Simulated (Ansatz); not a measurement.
## Thickness series in hypothetical CdI2 type TeS2

The parent structure is TeS₂ in the CdI2 type structure (space group P-3m1, No. 164; a = 3.795 Å, c = 5.901 Å; a hypothetical phase, not in the database extracts checked; layered, stacked along the Cartesian z axis).

Free-standing slabs (3 atom(s) a layer) normal to the stacking axis with 15 Å of vacuum; in-plane cell relaxed.

All numbers come from plane-wave PAW DFT at the r2SCAN+rVV10 level (Ansatz, a program for electronic structure, 500 eV), without spin-orbit coupling.

| number of layers | band gap (eV) |
|---|---|
| 1 | 0.76 |
| 2 | ? |
| 3 | 0.57 |
| 4 | 0.51 |

Question: Fit E_g(N) = E_bulk + A N^(−s) with E_bulk = 0.37 eV, fitted as a line in log–log form to the rows shown and predict the withheld row.

Answer: Least squares on the printed values gives A = 0.40 eV, s = 0.70 (largest residual 0.02 eV); this predicts 0.61 eV, and the run gives 0.67 eV, 0.06 higher.

Spin-orbit coupling, missing from the scalar runs, can matter with Te. Stability against distortions was not tested.
